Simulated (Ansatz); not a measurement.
Worked calculations on one periodic cell of amorphous silicon oxide (Si₂₄O₄₇): Si24O47, 71 atoms, volume 1076.5 Å³, made by a melt-quench on the CHGNet potential and relaxed with DFT. O atoms were pushed apart under 1.9 Å during the dynamics, to hinder bonds among them. It is a model cell: composition and starting density were chosen by hand, and all elements were melted together. The numbers are results of PBE, scalar-relativistic without spin-orbit coupling (plane waves to 420 eV, PAW; Ansatz, a first-principles code), not measurements. Sampling: a 2×2×2 Γ-centred mesh; Fermi-Dirac width 0.02 eV; no spin polarisation. Its volume was relaxed, its shape was free, and it stands at a mean pressure of 0.0 GPa with stress components up to 0.1 GPa; the relaxation ran on the zone centre alone. Its density went from a set 2.32 to 2.20 g/cm³. The cell is small and was quenched far faster than a real film, so it is one sample of the glass.

Problem. Count formal charges (Si +4, O -2). What does the count lead one to expect at the Fermi level, and what does the calculation give?

Solution. 24 × (+4) + 47 × (-2) = +2. 2 electrons are left on cation states, in cation-cation bonds, defect levels or the conduction band. On this mesh the highest filled and lowest empty level lie 1.37 eV apart, which parts defect or band states and needn't be the band gap.

The cell was scaled and its atoms relaxed again at each volume (the zone centre alone): 1011.9 Å³, 1.95 GPa; 1044.2 Å³, 0.94 GPa; 1076.5 Å³, 0.02 GPa.

Problem. Estimate the bulk modulus over this range from B = −dP/d ln V.

Solution. Between the ends: −(0.02 − 1.95) / ln(1076.5/1011.9) = 31 GPa, a mean over the range at 0 K with the atoms relaxed.
